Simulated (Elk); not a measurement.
## Elk run on CaCo₂Ge₂ (I4/mmm, 5 atoms in the cell): self-consistent single point

Computed with LDA (PW92), all-electron FP-LAPW, Elk's shipped species files, default APW+lo basis (Elk 10.2.4).

Input as run:

```
tasks
  0

xctype
  3

rgkmax
  7.0

rmtscf
  0.87

stype
  3

swidth
  0.00183747

avec
   -3.7881034155    3.7881034155    9.8795958939
    3.7881034155   -3.7881034155    9.8795958939
    3.7881034155    3.7881034155   -9.8795958939

sppath
  './'

atoms
  3   : nspecies
  'Ca.in'   : spfname
  1   : natoms; atposl, bfcmt below
  0.0000000000  0.0000000000  0.0000000000    0.0 0.0 0.0
  'Co.in'   : spfname
  2   : natoms; atposl, bfcmt below
  0.2500000000  0.7500000000  0.5000000000    0.0 0.0 0.0
  0.7500000000  0.2500000000  0.5000000000    0.0 0.0 0.0
  'Ge.in'   : spfname
  2   : natoms; atposl, bfcmt below
  0.3671000000  0.3671000000  0.0000000000    0.0 0.0 0.0
  0.6329000000  0.6329000000  0.0000000000    0.0 0.0 0.0

ngridk
  7 7 7
```

Log, with long lists cut:

```
│ Elk code version 10.2.4 │

All units are atomic (Hartree, Bohr, etc.)

│ Ground-state run starting from atomic densities │

Lattice vectors :
  -3.788103416       3.788103416       9.879595894
   3.788103416      -3.788103416       9.879595894
   3.788103416       3.788103416      -9.879595894

Unit cell volume      :    567.0780350
Brillouin zone volume :   0.4374181296

Muffin-tin inner radius fraction :   0.1000000000E-01

Nuclei treated as point charges

Species :    1 (Ca)
 parameters loaded from : Ca.in
 name : calcium
 nuclear charge    :   -20.00000000
 electronic charge :    20.00000000
 atomic mass :    73057.72469
 muffin-tin radius :    2.088000000
 number of radial points in muffin-tin :    497
 atomic positions (lattice), magnetic fields (Cartesian) :
   1 :   0.00000000  0.00000000  0.00000000    0.00000000  0.00000000  0.00000000

Species :    2 (Co)
 parameters loaded from : Co.in
 name : cobalt
 nuclear charge    :   -27.00000000
 electronic charge :    27.00000000
 atomic mass :    107428.6517
 muffin-tin radius :    2.088000000
 number of radial points in muffin-tin :    497
 atomic positions (lattice), magnetic fields (Cartesian) :
   1 :   0.25000000 -0.25000000  0.50000000    0.00000000  0.00000000  0.00000000
   2 :  -0.25000000  0.25000000  0.50000000    0.00000000  0.00000000  0.00000000

Species :    3 (Ge)
 parameters loaded from : Ge.in
 name : germanium
 nuclear charge    :   -32.00000000
 electronic charge :    32.00000000
 atomic mass :    132414.6195
 muffin-tin radius :    2.088000000
 number of radial points in muffin-tin :    497
 atomic positions (lattice), magnetic fields (Cartesian) :
   1 :   0.36710000  0.36710000  0.00000000    0.00000000  0.00000000  0.00000000
   2 :  -0.36710000 -0.36710000  0.00000000    0.00000000  0.00000000  0.00000000

Total number of atoms per unit cell :    5

Spin treatment :
 spin-unpolarised

Number of Bravais lattice symmetries :   16
Number of crystal symmetries         :   16
Crystal has inversion symmetry
Real symmetric eigensolver will be used

k-point grid :      7     7     7
k-point offset :    0.000000000       0.000000000       0.000000000
k-point set is reduced with full crystal symmetry group
Total number of k-points :       40

Muffin-tin radius times maximum |G+k| :    7.000000000
 using average radius
Maximum |G+k| for APW functions       :    3.352490421
Maximum (1/2)|G+k|²                   :    5.619596013
Maximum |G| for potential and density :    12.00000000
 potential will be trimmed for |G| > 2 gkmax
Constant for pseudocharge density :    6
Radial integration step length :    4

G-vector grid sizes :     45    45    45
Number of G-vectors :    16633

Maximum angular momentum used for
 APW functions                      :    8
 outer part of muffin-tin           :    6
 inner part of muffin-tin           :    1

Total nuclear charge    :   -138.0000000
Total core charge       :    70.00000000
Total valence charge    :    68.00000000
Total excess charge     :    0.000000000
Total electronic charge :    138.0000000

Effective Wigner radius, rₛ :   0.9936307962

Number of empty states         :   20
Total number of valence states :   54
Total number of core states    :   70

Total number of local-orbitals :   72

Exchange-correlation functional :      3     0     0
 Perdew-Wang/Ceperley-Alder, Phys. Rev. B 45, 13244 (1992)
 gradient requirement :    0
 local density approximation (LDA)

Smearing type :    3
 Fermi-Dirac
Smearing width :   0.1837470000E-02
Effective electronic temperature (K) :    580.2271348

Mixing type :    3
 Broyden mixing, J. Phys. A: Math. Gen. 17, L317 (1984)

Kohn-Sham potential initialised from atomic data

│ Self-consistent loop started │
│ Loop number : 1 │
 total energy                :     -7691.14791358
│ Loop number : 2 │
 total energy                :     -7687.87148138
RMS change in Kohn-Sham potential (target) :   0.4549026019     (  0.1000000000E-05)
Absolute change in total energy (target)   :    3.276432207     (  0.1000000000E-03)
│ Loop number : 3 │
 total energy                :     -7670.99117644
RMS change in Kohn-Sham potential (target) :   0.1955493238     (  0.1000000000E-05)
Absolute change in total energy (target)   :    17.69941298     (  0.1000000000E-03)
│ Loop number : 4 │
 total energy                :     -7664.12806628
RMS change in Kohn-Sham potential (target) :   0.1068156942     (  0.1000000000E-05)
Absolute change in total energy (target)   :    11.28796341     (  0.1000000000E-03)
│ Loop number : 5 │
 total energy                :     -7660.47614851
RMS change in Kohn-Sham potential (target) :   0.7562241738E-01 (  0.1000000000E-05)
Absolute change in total energy (target)   :    6.473908624     (  0.1000000000E-03)
│ Loop number : 6 │
 total energy                :     -7655.37956518
RMS change in Kohn-Sham potential (target) :   0.2900628101E-01 (  0.1000000000E-05)
Absolute change in total energy (target)   :    6.715060491     (  0.1000000000E-03)
│ Loop number : 7 │
 total energy                :     -7653.72776243
RMS change in Kohn-Sham potential (target) :   0.5323791995E-02 (  0.1000000000E-05)
Absolute change in total energy (target)   :    3.330567864     (  0.1000000000E-03)
│ Loop number : 8 │
 total energy                :     -7653.59198074
RMS change in Kohn-Sham potential (target) :   0.2100481166E-02 (  0.1000000000E-05)
Absolute change in total energy (target)   :   0.9684236595     (  0.1000000000E-03)
│ Loop number : 9 │
 total energy                :     -7653.47509477
RMS change in Kohn-Sham potential (target) :   0.4119438071E-03 (  0.1000000000E-05)
Absolute change in total energy (target)   :   0.3589918882     (  0.1000000000E-03)
│ Loop number : 10 │
 total energy                :     -7653.50710939
RMS change in Kohn-Sham potential (target) :   0.2176530238E-03 (  0.1000000000E-05)
Absolute change in total energy (target)   :   0.5773334532E-01 (  0.1000000000E-03)
│ Loop number : 11 │
 total energy                :     -7653.51551402
RMS change in Kohn-Sham potential (target) :   0.3638798722E-04 (  0.1000000000E-05)
Absolute change in total energy (target)   :   0.6028705052E-02 (  0.1000000000E-03)
│ Loop number : 12 │
 total energy                :     -7653.51474939
RMS change in Kohn-Sham potential (target) :   0.2826248892E-04 (  0.1000000000E-05)
Absolute change in total energy (target)   :   0.2271814060E-02 (  0.1000000000E-03)
│ Loop number : 13 │
 total energy                :     -7653.51594720
RMS change in Kohn-Sham potential (target) :   0.3016353906E-05 (  0.1000000000E-05)
Absolute change in total energy (target)   :   0.6298543922E-03 (  0.1000000000E-03)
│ Loop number : 14 │
 total energy                :     -7653.51577824
RMS change in Kohn-Sham potential (target) :   0.5059392020E-06 (  0.1000000000E-05)
Absolute change in total energy (target)   :   0.1149330819E-04 (  0.1000000000E-03)
Convergence targets achieved

│ Loop number : 15 │

Energies :
 Fermi                       :     0.264347844583
 sum of eigenvalues          :     -4406.72881483
 electron kinetic            :      7784.74548526
 core electron kinetic       :      7153.47099101
 Coulomb                     :     -15135.4136470
 Coulomb potential           :     -11790.4968818
 nuclear-nuclear             :     -906.686213913
 electron-nuclear            :     -16666.9579844
 Hartree                     :      2438.23055127
 Madelung                    :     -9240.16520609
 xc potential                :     -400.977418267
 exchange                    :     -290.801759085
 correlation                 :     -12.0452465883
 electron entropic           :    -0.671740531593E-03
 total energy                :     -7653.51583916

Density of states at Fermi energy :    58.48759152
 (states/Hartree/unit cell)

Estimated indirect band gap :   0.2610253669E-02
 from k-point     25 to k-point     17
Estimated direct band gap   :   0.1326964453E-01
 at k-point     24

Charges :
 core                        :    70.00000000
 valence                     :    68.00000000
 interstitial                :    9.520029709
 muffin-tins (core leakage)
  species :    1 (Ca)
   atom    1                 :    17.73868952     (  0.4244695049E-06)
  species :    2 (Co)
   atom    1                 :    25.51766158     (  0.2439253196E-02)
   atom    2                 :    25.51766158     (  0.2439253196E-02)
  species :    3 (Ge)
   atom    1                 :    29.85297880     (  0.2014748880E-02)
   atom    2                 :    29.85297880     (  0.2014748880E-02)
 total in muffin-tins        :    128.4799703
 total calculated charge     :    137.9875952
 total charge                :    138.0000000
 error                       :   0.1240478320E-01

│ Self-consistent loop stopped │
```

The run converged in 15 iterations. The count includes the last loop, which Elk runs after its targets are met.

The starting cell comes from a database of computed structures (which also holds hypothetical and non-ambient phases and stackings), without a prior relaxation at this level. Its lattice was rescaled by a random factor within 2.5 % of one. Spin polarisation is off. Values depend on the basis (sphere radii, cutoffs, local orbitals), which need not be converged. The log's line on a gap gives a spacing of levels on this mesh, which the program prints for metals too.

Cost on one core of a shared machine: roughly 40 s.
